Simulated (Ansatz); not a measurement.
Effect of pressure 7.5 GPa on In2O3

The parent structure is In$_{2}$O$_{3}$ in the corundum structure (space group R-3c, No. 167; a = 5.513 Å, c = 14.535 Å (hexagonal axes)).

Perturbation: a hydrostatic pressure of 7.5 GPa.

The values are results of Kohn–Sham DFT with the PBEsol functional, run in Ansatz (a first-principles code) with PAW and 420 eV plane waves, spin-orbit coupling left out, not measurements. Γ-centred 7×7×7 mesh, Fermi–Dirac width 0.05 eV.

The density goes up by 0.31 g/cm³, from 7.23 g/cm³ to 7.54 g/cm³ and the lattice parameter a shrinks by 0.053 Å, from 5.513 Å to 5.460 Å. The c/a ratio falls by 0.035 to 2.602 and the shortest interatomic distance falls by 0.030 Å (2.131 Å → 2.101 Å). The enthalpy H = E + PV relative to the base's energy comes out as +0.58 eV/atom and the band gap increases by 0.25 eV to 1.36 eV. The gap character changes from indirect, Γ–S₀ (57 % along) → Γ to indirect, L–Γ (33 % along) → Γ and the smallest direct gap rises by 0.23 eV to 1.40 eV. The width of the top valence band remains 0.22 eV and the electron mass goes from 0.15 mₑ (at Γ) to 0.17 mₑ (at Γ).

Load acts through the strain it causes; cell and atoms are relaxed under it. Effective masses come from finite differences of ±0.01 Å⁻¹. Whether these cells are dynamically stable was not tested. Competing high-pressure phases were not computed.
